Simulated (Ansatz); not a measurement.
Structures of equal composition on the (100) surface of rock-salt TiN: Al on all Ti sites of the second plane; Al on all Ti sites of the top plane. The slabs share one bottom face, and each structure is named by its start. These are constructed structures in small cells; real faces may alloy, dewet or reconstruct in larger ones, and not all known structures of the face are among them. Slabs of about 13 Å, Fermi-Dirac smearing of 0.1 eV. Bottom of the slabs: a bare face, its two planes held. Relaxed from the named starts with such symmetry as they have, on meshes of like density; energies extrapolated to zero smearing; spin only where a row says so; no spin-orbit coupling, no U. Brackets mark spin-polarised runs, whose order is one that fits the cell.

All values below come from PBE (plane waves to 420 eV, PAW; Ansatz, a first-principles code).

**Question.** Put the candidates in order of energy per 1x1 cell, lowest first, for PBE.

**Answer.** Al on all Ti sites of the top plane (0.000 eV), Al on all Ti sites of the second plane (0.262 eV)
